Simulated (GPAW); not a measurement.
# Worked example: self-consistent single point of BN (F-43m, 2 atoms in the cell) in GPAW

Level of theory: PBE, GPAW PAW datasets PBE (gpaw-data 1.0.1) (plane waves; GPAW 25.7.0).

Input as run:

```python
from ase import Atoms
from ase.units import GPa
from gpaw import GPAW

atoms = Atoms(['B', 'N'],
              cell=[[0.000000, 1.807500, 1.807500],
                    [1.807500, 0.000000, 1.807500],
                    [1.807500, 1.807500, 0.000000]],
              scaled_positions=[[0.000000, 0.000000, 0.000000],
                                [0.250000, 0.250000, 0.250000]],
              pbc=True)

calc = GPAW(mode={'name': 'pw', 'ecut': 950},
            xc='PBE',
            kpts=(11, 11, 11),
            occupations={'name': 'fermi-dirac', 'width': 0.01},
            nbands=-4,
            convergence={'density': 1e-05, 'bands': -2},
            symmetry={'symmorphic': False, 'tolerance': 0.0005},
            maxiter=120)

atoms.calc = calc

energy = atoms.get_potential_energy()
print('Energy (eV):', round(energy, 6))
forces = atoms.get_forces()
print('Forces (eV/Ang):')
print(forces.round(5))
stress = atoms.get_stress()
print('Stress (GPa, Voigt):', (stress / GPa).round(4))
```

Output (repeated stretches shortened):

```
Input parameters:
  convergence: {bands: -2,
                density: 1e-05}
  kpts: [11 11 11]
  maxiter: 120
  mode: {ecut: 950,
         name: pw}
  nbands: -4
  occupations: {name: fermi-dirac,
                width: 0.01}
  symmetry: {symmorphic: False,
             tolerance: 0.0005}
  xc: PBE

species:
  B:
    name: Boron
    Z: 5.0
    valence: 3
    core: 2
    charge: 0.0
    file: B.PBE.gz

    # Using partial waves for B as LCAO basis

  N:
    name: Nitrogen
    Z: 7.0
    valence: 5
    core: 2
    charge: 0.0
    file: N.PBE.gz

    # Using partial waves for N as LCAO basis

Reference energy: -2151.211071  # eV

Spin-paired calculation

Convergence criteria:
 Maximum [total energy] change in last 3 cyles: 0.0005 eV / valence electron
 Maximum integral of absolute [dens]ity change: 1e-05 electrons / valence electron
 Maximum integral of absolute [eigenst]ate change: 4e-08 eV^2 / valence electron
 Maximum number of scf [iter]ations: 120

Symmetries present (total): 24
Symmetries with fractional translations: 0
1331 k-points: 11 x 11 x 11 Monkhorst-Pack grid
56 k-points in the irreducible part of the Brillouin zone
       k-points in crystal coordinates                weights
   0:     0.00000000    0.00000000    0.00000000          1/1331
   1:     0.09090909    0.09090909    0.00000000          6/1331
   2:     0.09090909    0.09090909    0.09090909          8/1331
   [... 7 lines left out ...]
          ...
  55:     0.45454545    0.45454545    0.45454545          8/1331

Wave functions: Plane wave expansion
  Cutoff energy: 950.000 eV
  Number of coefficients (min, max): 749, 801
  Pulay-stress correction: 0.000000 eV/Ang^3 (de/decut=0.000000)

Occupation numbers: Fermi-Dirac:
  width: 0.0100  # eV

Eigensolver

Densities:
  Coarse grid: 20*20*20 grid
  Fine grid: 40*40*40 grid
  Total Charge: 0.000000

Density mixing:
  Method: separate
  Backend: pulay
  Linear mixing parameter: 0.05
  old densities: 5
  Damping of long wavelength oscillations: 50

Hamiltonian:
  XC and Coulomb potentials evaluated on a 40*40*40 grid
  External potential:
    NoExternalPotential

XC parameters: PBE with 2 nearest neighbor stencil

Number of atoms: 2
Number of atomic orbitals: 8
Number of bands in calculation: 8
Number of valence electrons: 8
Bands to converge: 6

Density initialized from atomic densities
  8 bands from LCAO basis set

Atomic positions and initial magnetic moments

Positions:
   0 B      0.000000    0.000000    0.000000    ( 0.0000,  0.0000,  0.0000)
   1 N      0.903750    0.903750    0.903750    ( 0.0000,  0.0000,  0.0000)

Unit cell:
           periodic     x           y           z      points  spacing
  1. axis:    yes    0.000000    1.807500    1.807500    20     0.1044
  2. axis:    yes    1.807500    0.000000    1.807500    20     0.1044
  3. axis:    yes    1.807500    1.807500    0.000000    20     0.1044

  Lengths:   2.556191   2.556191   2.556191
  Angles:   60.000000  60.000000  60.000000

Effective grid spacing dv^(1/3) = 0.1139

     iter     time        total  log10-change:
                         energy   eigst   dens
iter:   1 --:--:--   -18.347993   +1.05
iter:   2 --:--:--   -18.179180   +0.16  -0.77
iter:   3 --:--:--   -17.551327   -0.38  -0.81
iter:   4 --:--:--   -17.544315   -1.52  -1.16
iter:   5 --:--:--   -17.520970   -1.14  -1.22
iter:   6 --:--:--   -17.519087   -2.07  -1.88
iter:   7 --:--:--   -17.515606   -2.85  -2.01
iter:   8 --:--:--   -17.515522c  -4.03  -2.70
iter:   9 --:--:--   -17.515520c  -5.26  -3.56
iter:  10 --:--:--   -17.515522c  -5.43  -3.59
iter:  11 --:--:--   -17.515522c  -5.85  -3.54
iter:  12 --:--:--   -17.515521c  -6.76  -4.15
iter:  13 --:--:--   -17.515521c  -7.82c -4.76
iter:  14 --:--:--   -17.515521c  -8.76c -5.04c

Converged after 14 iterations.

Dipole moment: (-1.703140, -1.703140, -1.703140) |e|*Ang

Energy contributions relative to reference atoms: (reference = -2151.211071)

Kinetic:        +16.623903
Potential:      -15.893365
External:        +0.000000
XC:             -18.373958
Entropy (-ST):   -0.000000
Local:           +0.127899
SIC:             +0.000000
--------------------------
Free energy:    -17.515521
Extrapolated:   -17.515521

Showing only first 2 kpts
 Kpt  Band  Eigenvalues  Occupancy
  0     2     10.08476    2.00000
  0     3     10.08477    2.00000
  0     4     18.91541    0.00000
  0     5     18.91541    0.00000

  1     2      9.44362    2.00000
  1     3      9.44362    2.00000
  1     4     18.51832    0.00000
  1     5     19.78020    0.00000

Fermi level: 11.14692

Gap: 4.575 eV
Transition (v -> c):
  (s=0, k=0, n=3, [0.00, 0.00, 0.00]) -> (s=0, k=50, n=4, [0.45, 0.45, 0.00])
Direct/indirect transitions are different
Direct gap: 8.831 eV
Transition at: (s=0, k=0, n=3, [0.00, 0.00, 0.00])
Energy (eV): -17.515521

Forces in eV/Ang:
  0 B     0.00000    0.00000   -0.00000
  1 N    -0.00000   -0.00000   -0.00000

Stress tensor:
    -0.018225     0.000000     0.000000
     0.000000    -0.018225     0.000000
     0.000000     0.000000    -0.018225
Stress (GPa, Voigt): [-2.92 -2.92 -2.92  0.    0.    0.  ]
```

The run converged in 14 iterations. GPAW prints stress with tension positive.

At such cutoffs GPAW's stress carries a finite-basis (Pulay) error, which enters relaxed cells too; its log prints stress with tension positive.

The starting cell has typed, rounded lattice constants, without a prior relaxation at this level. Another mesh or the band path of this cell gives a smaller gap, so this value is not converged in the mesh.
